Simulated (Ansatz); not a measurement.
Amorphous Si₆₄N₈₀, 144 atoms at 2.97 g/cm³, one PBE-relaxed geometry, zone centre. Methods: PBE, scalar-relativistic without spin-orbit coupling (Ansatz, a quantum-chemistry and plane-wave program); r2SCAN, scalar-relativistic without spin-orbit coupling (Ansatz). Plane waves to 420 eV (r2SCAN 500 eV). The usual formal charges leave 16 electrons over, so the level spacing at the Fermi energy parts defect or band states and needn't be the band gap. At PBE the levels at both edges of the gap are localised (band-tail or defect states), and the nearest spread-out levels lie 3.0 eV apart at the zone centre. The higher rungs were started with moments on some atoms, which died out.

Preparation: random packing, a CHGNet melt and quench, and a DFT relaxation. N atoms were pushed apart under 1.9 Å during the dynamics, to hinder bonds among them. The hot cell started wider than the set density and was brought back towards it in steps. It is the lowest in DFT energy of 4 quenches. It is a model cell: composition and starting density were chosen by hand, and all elements were melted together. No dispersion term was used. Its density started from a set value of 2.95 and ended at 2.97 g/cm³. The quench (nominally 300 K/ps over its main leg) was far faster than any real one, so the model tends to hold more defects than a real film. One small periodic cell is one sample of the glass; other quenches scatter about these values. Volume and shape were free in the relaxation.

The relaxation ran on the zone centre alone. At PBE the level spacing at the Fermi energy is 0.43 eV on a 2×2×2 Γ-centred mesh, and the spacing at the zone centre alone 0.48 eV.

### Question
What zone-centre spacing does r2SCAN give, roughly?

### Answer
0.60 eV (+0.12 eV against PBE).

The highest filled and the lowest empty state spread over these numbers of atoms (participation numbers): PBE: 9.8 and 17.4; r2SCAN: 9.1 and 16.6.
